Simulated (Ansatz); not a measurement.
Results of LDA (plane waves, PAW; Ansatz, a program for electronic structure) for HoAu2 (I4/mmm, No. 139).

Settings: plane-wave cutoff 520 eV, 22×22×22 k mesh, Fermi–Dirac smearing 0.05 eV, spin-polarised with parallel moments, scalar-relativistic PAW data made under PBE.

Computed at the level's own relaxed cell.

Q: Estimate the equilibrium lattice constant a, lattice parameter c and bulk modulus that the calculation returns.

A: 
- equilibrium lattice constant a = 3.637 Å
- lattice parameter c = 8.886 Å
- bulk modulus = 114 GPa

The run finds no gap.

Note: the magnetic order was assumed, not searched for or taken from measurement; the 4f shell is treated without U or exact exchange, so its levels and filling can be wrong; the bulk modulus is −V dP/dV from two relaxed cells at ±2 % in volume.

Spin–orbit coupling is not included; it can shift volumes and moduli of such heavy elements.

Static lattice: no zero-point or thermal effects.

The result took about 40 core-minutes (a rough figure).
